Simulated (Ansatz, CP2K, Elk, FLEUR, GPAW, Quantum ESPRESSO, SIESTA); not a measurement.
# One structure in several programs: CaGa2 (P6/mmm, 3 atoms in the cell)

Self-consistent single point, at a second geometry (lattice scaled by 0.98). First geometry:

```
CaGa2
1.0
    4.23886     0.00000     0.00000
   -2.11943     3.67096     0.00000
    0.00000     0.00000     4.41641
Ca Ga
1 2
Direct
  0.00000   0.00000   0.00000
  0.33333   0.66667   0.50000
  0.66667   0.33333   0.50000
```

Shared settings, as Ansatz (a first-principles code) writes them: kpoints.mp_grid.grid = 7 7 6; scf.occupations.method = fermi_dirac; scf.occupations.width = 0.1 eV. Potentials and cutoffs stand in the table.

```json
[
 {"code": "FLEUR", "model": "PBEsol, all-electron FLAPW (FLEUR), scalar-relativistic valence", "ΔF from the first geometry (meV/atom)": "4.1", "pressure (GPa)": "–", "cutoff": "Kmax 3.8 1/bohr"},
 {"code": "Elk", "model": "PBEsol, all-electron FP-LAPW, Elk's shipped species files, APW+lo basis with extra local orbitals", "ΔF from the first geometry (meV/atom)": "6.6", "pressure (GPa)": "–", "cutoff": "rgkmax 8"},
 {"code": "GPAW", "model": "PBEsol, GPAW PAW datasets PBEsol (made by gpaw-setup)", "ΔF from the first geometry (meV/atom)": "12.3", "pressure (GPa)": "3.39", "cutoff": "600 eV"},
 {"code": "SIESTA", "model": "GGA PBEsol, numerical atomic orbitals DZP, PseudoDojo PBEsol standard norm-conserving potentials (rewritten from UPF to PSML)", "ΔF from the first geometry (meV/atom)": "39.8", "pressure (GPa)": "7.01", "cutoff": "grid 350 Ry"},
 {"code": "Ansatz", "model": "PBEsol, PAW files made with PBE", "ΔF from the first geometry (meV/atom)": "4.6", "pressure (GPa)": "2.36", "cutoff": "420 eV"},
 {"code": "Quantum ESPRESSO", "model": "PBEsol, PseudoDojo standard norm-conserving (PBESOL) pseudopotentials", "ΔF from the first geometry (meV/atom)": "5.3", "pressure (GPa)": "2.44", "cutoff": "80 Ry"},
 {"code": "CP2K", "model": "PBEsol, GPW, TZVP-MOLOPT-SR-GTH basis, GTH-PBE potentials (GTH_POTENTIALS)", "ΔF from the first geometry (meV/atom)": "8.3", "pressure (GPa)": "2.86", "cutoff": "grid 600 Ry"}
]
```

A dash marks a value that a program does not give, or that is left out as unsure.

The spread over the programs that give each value: ΔF from the first geometry within 35.7 meV/atom; pressure within 4.65 GPa.

SIESTA and CP2K use small atom-centred bases, whose incompleteness enters pressures, forces and empty levels differently from a plane-wave cutoff. FLEUR and Elk treat all electrons, but the usual bases taken here (sphere radii, linearisation, local orbitals, empty states) were not tested for convergence, so the values are no reference for the others. Ansatz's pressure is given at a fixed set of plane waves, as the other plane-wave codes print theirs. In the pressure, SIESTA (by 4.57) lies more than 1 GPa from the median of the plane-wave programs.

The starting cell comes from a database of computed structures (which also holds hypothetical and non-ambient phases and stackings), without a prior relaxation at this level. For this run, on top of that: lattice scaled by 0.98.

Left out of this page: ABINIT (with a known weakness of the program).

Keys are those of Ansatz 0.2.
